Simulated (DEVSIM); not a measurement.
System: Schottky contact on p-type Si, at 300 K.

```tsv
layer (left to right)	material	thickness (μm)	Na (cm⁻³)	τn (s)	τp (s)
1	Si	0.110	5.4e15	2.3e-5	2.3e-5
```

Left contact: Schottky, work function 4.354 eV, emission velocity 9.8e6 cm/s. Right contact: ohmic. Voltage is applied to the left contact. Recombination: SRH at mid-gap, radiative. Mobility is μmin + (μ − μmin)/(1 + (N/Nref)^α).

This is a model device: material constants are rounded textbook-type values typed into the input, and sizes, dopings and lifetimes were drawn at random. Values at 300 K.

```
parameter           Si
-------------  -------
gap (eV)         1.124
affinity (eV)     4.05
permittivity      11.7
Nc (cm⁻³)      2.86e19
Nv (cm⁻³)       3.1e19
μn (cm²/Vs)       1417
μp (cm²/Vs)        470
μn,min              52
μp,min              45
Nref,n          9.7e16
Nref,p          2.2e17
αn                0.68
αp                0.72
B (cm³/s)      4.7e-15
```

Model (solved in DEVSIM): 1D drift-diffusion, Boltzmann statistics, complete ionisation; no tunnelling, impact ionisation, image-force lowering or self-heating. Metal contacts follow the ideal Schottky-Mott rule: no Fermi-level pinning, no interface dipoles.

Tabulate band edges, carrier densities and field at zero bias.

Energies count from the Fermi level of the right contact; mesh points crowd at the junctions.

```json
[
 {"x (μm)": "0.000", "Ec (eV)": "0.304", "Ev (eV)": "-0.820", "n (cm⁻³)": "2.2e14", "p (cm⁻³)": "520000", "field (V/cm)": "59000"},
 {"x (μm)": "0.003069", "Ec (eV)": "0.322", "Ev (eV)": "-0.802", "n (cm⁻³)": "1.1e14", "p (cm⁻³)": "1000000", "field (V/cm)": "59000"},
 {"x (μm)": "0.006351", "Ec (eV)": "0.341", "Ev (eV)": "-0.783", "n (cm⁻³)": "5.3e13", "p (cm⁻³)": "2200000", "field (V/cm)": "58000"},
 {"x (μm)": "0.01109", "Ec (eV)": "0.369", "Ev (eV)": "-0.755", "n (cm⁻³)": "1.8e13", "p (cm⁻³)": "6300000", "field (V/cm)": "58000"},
 {"x (μm)": "0.01627", "Ec (eV)": "0.399", "Ev (eV)": "-0.725", "n (cm⁻³)": "5.8e12", "p (cm⁻³)": "2.0e7", "field (V/cm)": "57000"},
 {"x (μm)": "0.02047", "Ec (eV)": "0.423", "Ev (eV)": "-0.701", "n (cm⁻³)": "2.3e12", "p (cm⁻³)": "5.1e7", "field (V/cm)": "57000"},
 {"x (μm)": "0.02497", "Ec (eV)": "0.448", "Ev (eV)": "-0.676", "n (cm⁻³)": "8.5e11", "p (cm⁻³)": "1.4e8", "field (V/cm)": "57000"},
 {"x (μm)": "0.03317", "Ec (eV)": "0.494", "Ev (eV)": "-0.630", "n (cm⁻³)": "1.4e11", "p (cm⁻³)": "8.2e8", "field (V/cm)": "56000"},
 {"x (μm)": "0.03855", "Ec (eV)": "0.524", "Ev (eV)": "-0.600", "n (cm⁻³)": "4.4e10", "p (cm⁻³)": "2.6e9", "field (V/cm)": "56000"},
 {"x (μm)": "0.04431", "Ec (eV)": "0.556", "Ev (eV)": "-0.568", "n (cm⁻³)": "1.3e10", "p (cm⁻³)": "9.0e9", "field (V/cm)": "55000"},
 {"x (μm)": "0.05047", "Ec (eV)": "0.590", "Ev (eV)": "-0.534", "n (cm⁻³)": "3.5e9", "p (cm⁻³)": "3.3e10", "field (V/cm)": "55000"},
 {"x (μm)": "0.05935", "Ec (eV)": "0.638", "Ev (eV)": "-0.486", "n (cm⁻³)": "5.4e8", "p (cm⁻³)": "2.1e11", "field (V/cm)": "54000"},
 {"x (μm)": "0.06552", "Ec (eV)": "0.671", "Ev (eV)": "-0.453", "n (cm⁻³)": "1.5e8", "p (cm⁻³)": "7.7e11", "field (V/cm)": "53000"},
 {"x (μm)": "0.07129", "Ec (eV)": "0.702", "Ev (eV)": "-0.422", "n (cm⁻³)": "4.6e7", "p (cm⁻³)": "2.5e12", "field (V/cm)": "53000"},
 {"x (μm)": "0.07840", "Ec (eV)": "0.739", "Ev (eV)": "-0.385", "n (cm⁻³)": "1.1e7", "p (cm⁻³)": "1.1e13", "field (V/cm)": "52000"},
 {"x (μm)": "0.08490", "Ec (eV)": "0.773", "Ev (eV)": "-0.351", "n (cm⁻³)": "3000000", "p (cm⁻³)": "3.9e13", "field (V/cm)": "52000"},
 {"x (μm)": "0.08940", "Ec (eV)": "0.796", "Ev (eV)": "-0.328", "n (cm⁻³)": "1200000", "p (cm⁻³)": "9.6e13", "field (V/cm)": "51000"},
 {"x (μm)": "0.09362", "Ec (eV)": "0.818", "Ev (eV)": "-0.306", "n (cm⁻³)": "530000", "p (cm⁻³)": "2.2e14", "field (V/cm)": "51000"},
 {"x (μm)": "0.09881", "Ec (eV)": "0.844", "Ev (eV)": "-0.280", "n (cm⁻³)": "190000", "p (cm⁻³)": "6.1e14", "field (V/cm)": "51000"},
 {"x (μm)": "0.1024", "Ec (eV)": "0.862", "Ev (eV)": "-0.262", "n (cm⁻³)": "94000", "p (cm⁻³)": "1.2e15", "field (V/cm)": "50000"},
 {"x (μm)": "0.1068", "Ec (eV)": "0.884", "Ev (eV)": "-0.240", "n (cm⁻³)": "40000", "p (cm⁻³)": "2.9e15", "field (V/cm)": "50000"},
 {"x (μm)": "0.1100", "Ec (eV)": "0.900", "Ev (eV)": "-0.224", "n (cm⁻³)": "22000", "p (cm⁻³)": "5.4e15", "field (V/cm)": "50000"}
]
```
